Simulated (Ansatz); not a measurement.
The reference is Li in the bcc (W type) structure (space group Im-3m, No. 229).

```yaml
crystal:
  lattice:
    - [-1.73874, 1.73874, 1.73874]
    - [1.73874, -1.73874, 1.73874]
    - [1.73874, 1.73874, -1.73874]
  atoms:
    - { symbol: Li, position: [0.00000, 0.00000, 0.00000] }
```

Cartesian axes are those of the cell as printed.

Calculations: Ansatz (a program for electronic structure), r2SCAN, PAW, cutoff 500 eV, no spin-orbit coupling.

Before the change:

| Quantity | Value |
|---|---|
| Shortest interatomic distance | 3.012 Å |
| Band gap | zero |

It is then changed as follows: a free-standing slab of 6 layers (6 atoms, 1 a layer) is cut normal to [110], with 15 Å of vacuum and the in-plane cell held at bulk.

Task: How does this affect the excess energy per area of both faces, shortest interatomic distance, change of the spacing d23 from its bulk value of 2.459 Å, band gap and change of the spacing d12 from its bulk value of 2.459 Å?

Result: The excess energy per area of both faces (slab less bulk energy over the cell's area: twice a surface energy) amounts to 1.0 J/m² (uncertain by up to 0.1 J/m²); the shortest interatomic distance decreases by 0.0962 Å, from 3.012 Å to 2.915 Å; the change of the spacing d23 from its bulk value of 2.459 Å comes out as -0.5 %; the band gap remains zero; the change of the spacing d12 from its bulk value of 2.459 Å comes out as -4.8 %.

Slab and bulk use different k-meshes, which limits the precision of the excess energy. Whether these cells are dynamically stable was not tested.
